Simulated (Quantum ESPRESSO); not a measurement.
A self-consistent single point of CuAgO₂ (Pmmm, 4 atoms in the cell) with Quantum ESPRESSO.

Level of theory: PBEsol, PSlibrary PAW (PBE) pseudopotentials (plane waves; Quantum ESPRESSO).

```yaml
crystal:
  lattice:
    - [2.81644, 0.00000, 0.00000]
    - [0.00000, 3.35389, 0.00000]
    - [0.00000, 0.00000, 5.40418]
  atoms:
    - { symbol: Cu, position: [0.50000, 0.50000, 0.50000] }
    - { symbol: Ag, position: [0.00000, 0.00000, 0.00000] }
    - { symbol: O, position: [0.00000, 0.50000, 0.27085] }
    - { symbol: O, position: [0.00000, 0.50000, 0.72915] }
```

Reference input (self-consistent single point, DFT, PBEsol, plane waves, PSlibrary PAW (PBE) pseudopotentials): ecutwfc = 55 Ry; ecutrho = 330 Ry; occupations = smearing; smearing = fd; degauss = 0.0073499 Ry; input_dft = pbesol; K_POINTS = automatic 9 8 5 0 0 0; conv_thr = 1e-10 Ry; mixing_beta = 0.5. This run's input differs from it in these lines:

```diff
@@ -15,4 +15,4 @@
  ntyp = 3
- ecutwfc = 55
- ecutrho = 330
+ ecutwfc = 22
+ ecutrho = 132
  occupations = 'smearing'
```

Output, abridged:

```
     Self-consistent Calculation

     iteration #  1     ecut=    22.00 Ry     beta= 0.50

     total energy              =    -640.00893462 Ry
     estimated scf accuracy    <       1.36138275 Ry

     iteration #  2     ecut=    22.00 Ry     beta= 0.50

     total energy              =    -640.43561510 Ry
     estimated scf accuracy    <       1.91599825 Ry

     iteration #  3     ecut=    22.00 Ry     beta= 0.50

     total energy              =    -640.62124030 Ry
     estimated scf accuracy    <       0.08188498 Ry

   [... 8 blocks of this kind left out ...]

     iteration # 12     ecut=    22.00 Ry     beta= 0.50

     total energy              =    -640.63515883 Ry
     estimated scf accuracy    <          2.7E-10 Ry

     iteration # 13     ecut=    22.00 Ry     beta= 0.50
     End of self-consistent calculation

     the Fermi energy is     8.2591 ev

!    total energy              =    -640.63515884 Ry
     estimated scf accuracy    <          8.7E-11 Ry
     smearing contrib. (-TS)   =      -0.00430027 Ry
     internal energy E=F+TS    =    -640.63085857 Ry

     convergence has been achieved in  13 iterations

     Forces acting on atoms (cartesian axes, Ry/au):

     atom    1 type  1   force =     0.00000000    0.00000000    0.00000000
     atom    2 type  2   force =     0.00000000    0.00000000    0.00000000
     atom    3 type  3   force =     0.00000000    0.00000000   -0.00095169
     atom    4 type  3   force =     0.00000000    0.00000000    0.00095169

     Total force =     0.001346     Total SCF correction =     0.000025

          total   stress  (Ry/bohr**3)                   (kbar)     P=    -3590.08
  -0.02407244   0.00000000   0.00000000        -3541.18        0.00        0.00
   0.00000000  -0.02475418   0.00000000            0.00    -3641.47        0.00
   0.00000000   0.00000000  -0.02438797            0.00        0.00    -3587.59

   JOB DONE.
```

The run converged in 13 iterations. Against the reference run the free energy goes up by 7.70 eV/atom, the pressure goes from -2.09 to -359.0 GPa and the largest force goes from 0.121 to 0.024 eV/Å.

The starting cell comes from a database of computed structures (which also holds hypothetical and non-ambient phases and stackings), without a prior relaxation at this level. Spin polarisation is off, so a magnetic state, if there is one, cannot be reached. At the lowered cutoff the pressure carries the error of an incomplete plane-wave basis. The run gives no clean gap (levels at the Fermi energy touch, overlap or are partly filled at this smearing), which alone does not show that the compound is a metal.
